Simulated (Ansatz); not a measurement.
# Convergence test for ZnW3 (I4/mmm, 4 atoms in the cell)

```
ZnW3
1.0
   -1.93076     1.93076     4.30066
    1.93076    -1.93076     4.30066
    1.93076     1.93076    -4.30066
W Zn
3 1
Direct
  0.50000   0.50000   0.00000
  0.75000   0.25000   0.50000
  0.25000   0.75000   0.50000
  0.00000   0.00000   0.00000
```

Method: PBE (plane waves, PAW; Ansatz, a first-principles code).

The starting cell was generated: these elements placed on a structure prototype, without a prior relaxation; it need not be a known phase or ordering of this composition. Spin polarisation is off. In the base run, with a pressure of about -6 GPa the cell is away from its equilibrium volume at this level. Ansatz's pressure includes its estimate of the finite-basis (Pulay) stress.

Held fixed: kpoints.mp_grid.grid = 8 8 8; hamiltonian.xc = pbe; hamiltonian.pseudopotentials = {kind: paw} (the program's default PAW files); scf.occupations.method = cold; scf.occupations.width = 0.2 eV.

ΔF is the free energy per atom less that of the last row (840 eV).

The first pressure column holds Ansatz's estimate of the finite-basis (Pulay) stress, which hides part of the cutoff error; the other is without it.

| basis.ecutwfc | ΔF (meV/atom) | pressure (GPa) | pressure at a fixed set of plane waves (GPa) | plane waves | iterations |
|---|---|---|---|---|---|
| 170 eV | 12056.8 | -24.34 | -441.10 | 305 | 8 |
| 210 eV | 3199.3 | 2.43 | -160.99 | 439 | 8 |
| 250 eV | 660.9 | -3.44 | -50.55 | 559 | 7 |
| 295 eV | 80.1 | -5.57 | -13.53 | 737 | 7 |
| 335 eV | (withheld) | -5.65 | -6.74 | 877 | 6 |
| 380 eV | (withheld) | -5.69 | -5.81 | 1073 | 7 |
| 420 eV | 1.51 | -5.71 | -5.79 | 1299 | 6 |
| 485 eV | 0.36 | -5.71 | -5.74 | 1555 | 6 |
| 545 eV | 0.16 | -5.71 | -5.72 | 1865 | 7 |
| 630 eV | 0.06 | -5.72 | -5.72 | 2289 | 6 |
| 735 eV | 0.03 | -5.72 | -5.72 | 2907 | 6 |
| 840 eV | 0.00 | -5.72 | -5.72 | 3565 | 7 |

### Question
What belongs in the gaps?

### Answer

- 335 eV, ΔF (meV/atom): 10.7
- 380 eV, ΔF (meV/atom): 2.9

Keys are those of Ansatz 0.2.
